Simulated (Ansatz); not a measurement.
**How the smallest direct gap on the k points sampled of Si3N4 (P6₃/m, No. 176) moves with the method**

No measured value is used here.

**Question.** Put these levels in order of the smallest direct gap on the k points sampled that they give for Si3N4 (P6₃/m, No. 176), smallest first: B3LYP (VWN-RPA form) (Ansatz, a first-principles code), r²SCAN0 (Ansatz), r²SCANh (Ansatz).

**Answer.** r²SCANh (6.06 eV), B3LYP (VWN-RPA form) (6.56 eV), r²SCAN0 (7.29 eV)

At these levels the smallest gap is indirect and lower: r²SCAN0 6.95, r²SCANh 5.75, B3LYP (VWN-RPA form) 6.25 eV. Computed values are for a static lattice.  Values are at the measured cell. Cutoffs differ between the levels. Ansatz's density-functional and Hartree–Fock values are scalar-relativistic unless marked +SOC, with PAW data made under PBE.
